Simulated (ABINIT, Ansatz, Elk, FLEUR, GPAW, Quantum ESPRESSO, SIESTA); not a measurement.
## One structure in several programs: CoH (Fm-3m, 2 atoms in the cell)

Self-consistent single point.

```yaml
crystal:
  lattice:
    - [0.00000, 1.84296, 1.84296]
    - [1.84296, 0.00000, 1.84296]
    - [1.84296, 1.84296, 0.00000]
  atoms:
    - { symbol: Co, position: [0.00000, 0.00000, 0.00000], spin: 3.0 }
    - { symbol: H, position: [0.50000, 0.50000, 0.50000] }
```
(The spins are starting values, not results.)

All programs got the same cell, k-point mesh and kind of occupations, and the same starting moments (in Ansatz's words: kpoints.mp_grid.grid = 15 15 15; magnetization.spin_polarized = true; scf.occupations.method = gaussian; scf.occupations.width = 0.2 eV); potentials, basis and cutoffs are each program's usual ones.

```csv
code,model,pressure (GPa),size of the net moment (μB/atom),k-points,cutoff
FLEUR,"PBEsol, all-electron FLAPW (FLEUR), scalar-relativistic valence",–,0.58,120,Kmax 4.8 1/bohr
ABINIT,"PBEsol, norm-conserving pseudopotentials (PseudoDojo nc-sr-04 PBEsol standard)",-6.53,0.59,120,48 Ha
Quantum ESPRESSO,"PBEsol, SSSP 1.1.2 efficiency (PBE) pseudopotentials",-6.36,0.62,120,55 Ry
SIESTA,"GGA PBEsol, numerical atomic orbitals DZP, PseudoDojo PBEsol standard norm-conserving potentials (rewritten from UPF to PSML)",-10.65,0.58,1688,grid 300 Ry
GPAW,"PBEsol, GPAW PAW datasets PBEsol (made by gpaw-setup)",-4.76,0.58,120,800 eV
Elk,"PBEsol, all-electron FP-LAPW, Elk's shipped species files, default APW+lo basis",–,0.58,120,default
Ansatz,"PBEsol, default PAW files made with PBE",-6.63,0.58,120,default
```

A dash marks a value that a program does not give, or that is left out as unsure.

The spread over the programs that give each value: pressure within 5.89 GPa; size of the net moment within 0.04 μB/atom.

The starting cell comes from a database of computed structures (which also holds hypothetical and non-ambient phases and stackings), without a prior relaxation at this level. On Ansatz's run: With one magnetic atom in the cell only a parallel order is possible. In the base run, with a pressure of about -6 GPa the cell is away from its equilibrium volume at this level.

### Question
Why do the programs differ, and what cannot be compared?

### Answer
Differences of this kind can come from the potentials, where these differ, and from what each basis and cutoff leave unconverged. The valence holds different numbers of electrons (FLEUR 16, ABINIT 18, Quantum ESPRESSO 18, SIESTA 18, GPAW 10, Ansatz (an electronic-structure program) 18). The zero of total energies and Fermi levels follows the potentials and each program's conventions, so they are not compared here. SIESTA uses small atom-centred bases, whose incompleteness enters pressures, forces and empty levels differently from a plane-wave cutoff. FLEUR and Elk treat all electrons, but the usual bases taken here (sphere radii, linearisation, local orbitals, empty states) were not tested for convergence, so the values are no reference for the others. Ansatz's pressure is given at a fixed set of plane waves, as the other plane-wave codes print theirs; with its correction for the finite basis it is -6.31 GPa (the shift of 0.31 GPa shows how far the cutoff is from converged). Site moments depend on each program's spheres or projections; the total moment of the cell does not. The programs reduce the same mesh by symmetry to different extents, which changes the work and not the result. In the pressure, SIESTA (by 4.21) and GPAW (by 1.68) lie more than 1 GPa from the median of the plane-wave programs.

Keys are those of Ansatz 0.2.
